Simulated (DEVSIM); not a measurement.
System: W/SiO2/p-Ge capacitor, at 300 K.

| layer (left to right) | material | thickness (nm) | Na (cm⁻³) |
|---|---|---|---|
| 1 | SiO2 | 7.40 | - |
| 2 | Ge | 2400 | 6.3e16 |

Metal gate on the left, work function 4.6 eV. Fixed charge at the semiconductor interface 1.8e11 cm⁻² (in units of +e); no interface traps.

This is a model device: material constants are rounded textbook-type values typed into the input, and sizes, dopings and lifetimes were drawn at random. Values at 300 K; Nc and Nv go as T^1.5, mobilities as T to minus their exponent, the gap by Varshni's rule with the affinity fixed.

```tsv
parameter	SiO2	Ge
gap (eV)	9	0.664
affinity (eV)	0.9	4
permittivity	3.9	16
Nc (cm⁻³)	-	1.04e19
Nv (cm⁻³)	-	6e18
Varshni α (eV/K)	-	0.000477
Varshni β (K)	-	235
```

Model (solved in DEVSIM): 1D Poisson equation in equilibrium, Boltzmann statistics, complete ionisation; no quantum confinement or tunnelling. Metal contacts follow the ideal Schottky-Mott rule: no Fermi-level pinning, no interface dipoles.

The temperature was swept, all else fixed.

| temperature (K) | threshold voltage (band bending 2φF) (V) | flat-band voltage (V) | minimum of the low-frequency capacitance (μF/cm²) |
|---|---|---|---|
| 250 | 0.69 | -0.05 | 0.108 |
| 300 | 0.64 | -0.01 | 0.120 |
| 350 | 0.59 | 0.04 | 0.135 |
| 400 | 0.53 | 0.09 | 0.158 |
| 450 | 0.47 | 0.13 | 0.193 |
| 500 | ? | 0.18 | ? |

Task: What belongs in the gaps?

Result: 
- 500, threshold voltage (band bending 2φF) (V): 0.41
- 500, minimum of the low-frequency capacitance (μF/cm²): 0.237
